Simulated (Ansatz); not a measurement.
Consider Ag in the fcc (Cu type) structure (space group Fm-3m, No. 225; relaxed with 0.1 eV smearing).

```
Ag
1.0
    0.00000     2.00044     2.00044
    2.00044     0.00000     2.00044
    2.00044     2.00044     0.00000
Ag
1
Cartesian
  0.00000   0.00000   0.00000
```

Computed with LDA/PAW in Ansatz (a quantum-chemistry and plane-wave program), no spin-orbit coupling.

Base values:

```
Property   Result
--------  -------
Pressure  0.0 GPa
```

Now apply this change: the cell is scaled by 0.9900 in all directions; the atoms relax in the strained cell.

Problem. Predict the new pressure and energy relative to the base.

Solution. The pressure goes from zero to 4.6 GPa; the energy goes up by 6.6 meV/atom.

No phonon test of stability was made.
